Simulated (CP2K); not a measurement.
Functionals side by side, with their cost (level): LaMg3 (I4/mmm, 4 atoms in the cell)

```yaml
crystal:
  lattice:
    - [5.32895, 0.00000, 0.00000]
    - [0.01585, 5.32892, 0.00000]
    - [-2.67240, -2.66446, 3.76253]
  atoms:
    - { symbol: La, position: [0.00000, 0.00000, 0.00000] }
    - { symbol: Mg, position: [0.50000, 0.50000, 0.00000] }
    - { symbol: Mg, position: [0.25000, 0.75000, 0.50000] }
    - { symbol: Mg, position: [0.75000, 0.25000, 0.50000] }
```

Program: CP2K, GTH-PADE potentials (GTH_POTENTIALS); each row names its functional.

Base settings: CUTOFF = 1000 Ry; REL_CUTOFF = 50 Ry; SMEAR/METHOD = MARZARI_VANDERBILT; SIGMA = 0.1 eV; KPOINTS/SCHEME = MONKHORST-PACK 5 5 5; XC_FUNCTIONAL = PADE; La/BASIS_SET = DZVP-MOLOPT-SR-GTH; La/POTENTIAL = GTH-PADE-q11; Mg/BASIS_SET = DZVP-MOLOPT-SR-GTH; Mg/POTENTIAL = GTH-PADE-q10.

Differences are taken from TPSS, a reference of convenience: it is no measurement, and no ranking of the functionals follows.

Core times come from one kind of shared machine and are given to one figure; runs under 30 s give none.

The starting cell comes from a database of computed structures (which also holds hypothetical and non-ambient phases and stackings), without a prior relaxation at this level. Its lattice was rescaled by a random factor within 2.5 % of one. Values carry the incompleteness of an atom-centred basis.

| level | pressure less reference (GPa) | core time / reference (rough) |
|---|---|---|
| LDA (Pade form) | -2.56 | 0.3 |
| AM05 | -0.83 | 0.6 |
| Wu-Cohen GGA | -1.01 | 0.5 |
| TPSS | 0.00 | 1 |

Left out of this page: 5 runs of the series unsound by tests on forces, stress, charge or solver warnings; 1 run of the series held back from this collection.
